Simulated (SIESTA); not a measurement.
Band structure of CdSe (F-43m, 2 atoms in the cell).

```
CdSe
1.0
    0.00000     3.02500     3.02500
    3.02500     0.00000     3.02500
    3.02500     3.02500     0.00000
Cd Se
1 1
Direct
  0.00000   0.00000   0.00000
  0.25000   0.25000   0.25000
```

Method of the run: GGA PBE, numerical atomic orbitals DZP, PseudoDojo PBE standard norm-conserving potentials (rewritten from UPF to PSML) run with SIESTA.

Settings: XC.functional = GGA; XC.authors = PBE; potentials = PseudoDojo PBE standard; PAO.BasisSize = DZP; PAO.EnergyShift = 0.01 Ry; MeshCutoff = 350 Ry; kgrid.MonkhorstPack = 9 9 9; OccupationFunction = FD; ElectronicTemperature = 580.23 K; MaxSCFIterations = 150; SCF.Mixer.Method = Pulay; SCF.Mixer.Weight = 0.25; SCF.Mixer.History = 8; SCF.DM.Tolerance = 1.0E-05.

The starting cell has typed, rounded lattice constants, without a prior relaxation at this level. Values carry the incompleteness of an atom-centred basis.

Q: Predict the gap along the standard path and the places of the band edges.

A: The gap along the path is 0.88 eV, direct at Γ to within 0.01 eV.

Levels in eV from the top of the valence band on the path, bands 15 to 19:
```csv
point,15,16,17,18,19
Γ,-7.55,0.00,0.00,0.00,0.88
X,-7.18,-4.12,-1.91,-1.91,3.57
W,-7.04,-4.05,-2.30,-2.29,5.57
K,-7.08,-4.09,-2.61,-1.56,4.19
L,-7.23,-4.52,-0.76,-0.76,2.73
U,-7.08,-4.09,-2.61,-1.56,4.19
```

Higher empty bands are left out: an atom-centred basis made for the valence describes them poorly.
